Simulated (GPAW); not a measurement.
A self-consistent single point of Pd (Fm-3m, 1 atom in the cell) with GPAW.

Computed with PBE, GPAW PAW datasets PBE (gpaw-data 1.0.1) (plane waves; GPAW).

```xyz
1
Lattice="0.0000 1.9508 1.9508 1.9508 0.0000 1.9508 1.9508 1.9508 0.0000" Properties=species:S:1:pos:R:3 pbc="T T T"
Pd     0.0000     0.0000     0.0000
```

Reference input (self-consistent single point, DFT PBE, plane waves, GPAW PAW datasets PBE (gpaw-data 1.0.1)): mode = pw; ecut = 600 eV; xc = PBE; kpts = 10 10 10; mesh shift (steps) = 0 0 0; occupations.name = fermi-dirac; occupations.width = 0.1 eV; nbands = -9; convergence.density = 1e-05 e/electron; convergence.energy = 1e-05 eV/electron; symmetry.symmorphic = false; symmetry.tolerance = 0.0005. This run's input differs from it in these lines:

```diff
@@ -1,2 +1,3 @@
 from ase import Atoms
+from ase.dft.kpoints import monkhorst_pack
 from ase.units import GPa
@@ -13,3 +14,3 @@
             xc='PBE',
-            kpts={'size': (10, 10, 10), 'gamma': True},
+            kpts=monkhorst_pack((15, 15, 15)) + [0.5 / 15, 0.5 / 15, 0.5 / 15],
             occupations=FermiDirac(0.1),
```

Output, abridged:

```
     iter     time        total  log10-change:
                         energy   eigst   dens
iter:   1 --:--:--    -4.845182
iter:   2 --:--:--    -4.612481   -2.30  -1.23
iter:   3 --:--:--    -3.928587   -1.36  -1.28
iter:   4 --:--:--    -3.977144   -3.04  -2.02
iter:   5 --:--:--    -3.875706   -2.80  -1.89
iter:   6 --:--:--    -3.875808   -3.93  -2.78
iter:   7 --:--:--    -3.875172   -5.40  -2.97
iter:   8 --:--:--    -3.874861   -5.37  -3.20
iter:   9 --:--:--    -3.874861   -7.30  -4.35
iter:  10 --:--:--    -3.874861c  -8.14c -4.71
iter:  11 --:--:--    -3.874861c  -9.56c -5.59c
Converged after 11 iterations.

Dipole moment: (-0.000000, -0.000000, -0.000000) |e|*Ang

Energy contributions relative to reference atoms: (reference = -137227.490718)

Kinetic:         -1.879490
Potential:       -2.577393
External:        +0.000000
XC:              +0.768665
Entropy (-ST):   -0.063760
Local:           -0.154764
SIC:             +0.000000
--------------------------
Free energy:     -3.906741
Extrapolated:    -3.874861

Showing only first 2 kpts
 Kpt  Band  Eigenvalues  Occupancy
  0     6      6.64352    2.00000
  0     7      8.10241    2.00000
  0     8      8.18689    1.99999
  0     9     26.99112    0.00000

  1     6      6.59619    2.00000
  1     7      8.16260    1.99999
  1     8      8.16260    1.99999
  1     9     26.88297    0.00000

Fermi level: 9.41871

No gap
No difference between direct/indirect transitions
Energy (eV): -3.874861

Forces in eV/Ang:
  0 Pd   -0.00000    0.00000    0.00000

Stress tensor:
    -0.038065     0.000000     0.000000
     0.000000    -0.038065    -0.000000
     0.000000    -0.000000    -0.038065
Stress (GPa, Voigt): [-6.0987 -6.0987 -6.0987 -0.      0.      0.    ]
```

The run converged in 11 iterations. GPAW prints stress with tension positive. Against the reference run the free energy goes up by 7.7 meV/atom and the pressure goes from 5.94 to 6.10 GPa. The full log also holds: “Note: your k-points are not as symmetric as your crystal!”.

The starting cell has typed, rounded lattice constants, without a prior relaxation at this level. Its lattice was rescaled by up to half a per cent. Spin polarisation is off.

Cost on one core of a shared machine: roughly 60 s.
